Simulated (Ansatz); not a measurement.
What biaxial strain −1.00 %, plane normal [001], relaxed out of plane does to Pt

Consider Pt in the fcc (Cu type) structure (space group Fm-3m, No. 225; a = 3.895 Å; relaxed with 0.1 eV smearing). Axes: x, y, z lie along the cube axes.

Now apply this change: biaxial strain −1.00 %, plane normal [001], relaxed out of plane (Cartesian); in-plane vectors clamped, the third vector and the atoms free.

All numbers come from LDA, PAW, 420 eV (Ansatz, a first-principles code; no spin-orbit coupling). Γ-centred 29×29×29 mesh, Fermi–Dirac width 0.1 eV.

```tsv
quantity	base	changed	shift
volume per atom	14.78 Å³	14.69 Å³	-0.09 Å³
space group	Fm-3m (No. 225)	I4/mmm (No. 139)	–
shortest interatomic distance	2.754 Å	2.727 Å	-0.0275 Å
energy relative to the base (free energy F)	0 meV/atom	+2.7 meV/atom	+2.7 meV/atom
pressure (mean of the normal stresses, compression positive)	0.0 GPa	2.0 GPa	+2.0 GPa
band gap	zero	zero	–
out-of-plane strain	–	+1.40 %	–
ratio −ε⊥/ε∥	–	1.40	–
mean in-plane stress (compression positive)	–	+3.0 GPa	–
```

Final structure (turned so that z lies along the plane normal):

```xyz
1
Lattice="2.7269 0.0000 0.0000 0.0000 2.7269 0.0000 1.3634 -1.3634 1.9749" Properties=species:S:1:pos:R:3 pbc="T T T"
Pt     0.0000     0.0000     0.0000
```

Stability against distortions was not tested. All final runs are without spin polarisation.
